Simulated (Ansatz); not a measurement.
Consider NbSi2 (space group P6_422, No. 181).

```xyz
9
Lattice="4.7935 0.0000 0.0000 -2.3968 4.1513 0.0000 0.0000 0.0000 6.5859" Properties=species:S:1:pos:R:3 pbc="T T T"
Nb     1.1984     2.0757     4.3906
Nb    -1.1984     2.0757     2.1953
Nb     2.3968     0.0000     0.0000
Si     1.2569     3.4932     2.1953
Si     2.3968     2.8351     0.0000
Si    -1.2569     3.4932     4.3906
Si     1.1399     0.6581     2.1953
Si     0.0000     1.3162     0.0000
Si     3.6536     0.6581     4.3906
```

Calculations: plane-wave PAW DFT at the r2SCAN level (Ansatz, a program for electronic structure, 500 eV), no spin-orbit coupling, earlier PAW set.

For the base:

```
Property            Value
---------------  --------
c/a ratio           1.374
Volume per atom  14.56 Å³
```

Perturbation: cell and atoms relaxed at a pressure of 75 GPa.

### Question
Estimate the effect on the c/a ratio.

### Answer
The c/a ratio goes up by 0.0266, from 1.374 to 1.400.

### Question
Estimate the effect on the volume per atom.

### Answer
The volume per atom drops by 3.16 Å³ to 11.40 Å³.

Load acts through the strain it causes; cell and atoms are relaxed under it. Stability against distortions was not tested. Competing high-pressure phases were not computed. All final runs are without spin polarisation. An odd electron count without spin: NbSi2.
